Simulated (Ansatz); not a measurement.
Hops of point defects in bcc Mo, each between lowest sites run for its defect: PBE bands (Ansatz, a program for electronic structure, plane waves to 420 eV, PAW, climbing-image NEB) beside r2SCAN single points (500 eV) at the PBE geometries. Static nuclei, no finite-size correction. The rows are a random draw from the bands that converged and passed our checks of state and shape. Saddle orders were checked for a part of the study's bands only and are not shown. Vacancies start on their lattice site; split forms were not set up. Spin-orbit coupling is left out.

| Row | Defect | Route | Hop (Å) | Cell and PBE mesh | r2SCAN k-points | PBE barrier x (eV) | r2SCAN barrier y (eV) |
|---|---|---|---|---|---|---|---|
| 1 | interstitial F, charge 0 | F moves farthest | 1.19 | 36 sites, 2×2×3 shifted | same mesh | 0.38 | 0.40 |
| 2 | Mo vacancy, charge 0 | a nearby Mo jumps into the vacancy | 2.70 | 36 sites, 2×2×3 shifted | same mesh | 1.20 | 1.27 |
| 3 | Re-vacancy pair (Re on Mo, Mo vacant), charge 0 | Re changes places with the vacancy (Re-vacancy distance between ideal sites 2.74 Å throughout) | 2.76 | 36 sites, 2×2×3 shifted | same mesh | 1.35 | 1.49 |
| 4 | Os-vacancy pair (Os on Mo, Mo vacant), charge 0 | Os changes places with the vacancy (Os-vacancy distance between ideal sites 2.74 Å throughout) | 2.76 | 36 sites, 2×2×3 shifted | same mesh | 1.11 | 1.25 |
| 5 | Cu-vacancy pair (Cu on Mo, Mo vacant), charge 0 | Cu changes places with the vacancy (Cu-vacancy distance between ideal sites 2.74 Å throughout) | 2.31 | 36 sites, 2×2×3 shifted | same mesh | 0.34 | 0.41 |
| 6 | Mg-vacancy pair (Mg on Mo, Mo vacant), charge 0 | Mg changes places with the vacancy (Mg-vacancy distance between ideal sites 2.74 Å throughout) | 2.29 | 36 sites, 2×2×3 shifted | same mesh | 0.47 | 0.53 |
| 7 | Zn-vacancy pair (Zn on Mo, Mo vacant), charge 0 | Zn changes places with the vacancy (Zn-vacancy distance between ideal sites 2.74 Å throughout) | 2.30 | 36 sites, 2×2×3 shifted | same mesh | 0.34 | ? |

### Question
Fit a straight line y = a x + b to rows 1 to 6, predict row 7, and compare with the computed value.

### Answer
Means: x̄ = 0.808, ȳ = 0.892 eV. Sums: Sxx = 1.055, Sxy = 1.139 eV². So a = Sxy/Sxx = 1.080 and b = ȳ − a x̄ = 0.019 eV, with a scatter of 0.03 eV about the line. Row 7: 1.080 × 0.34 + 0.019 ≈ 0.39 eV. The computed r2SCAN value is 0.41 eV, +0.02 eV from the line, within the scatter. The line only summarises these rows of one host.
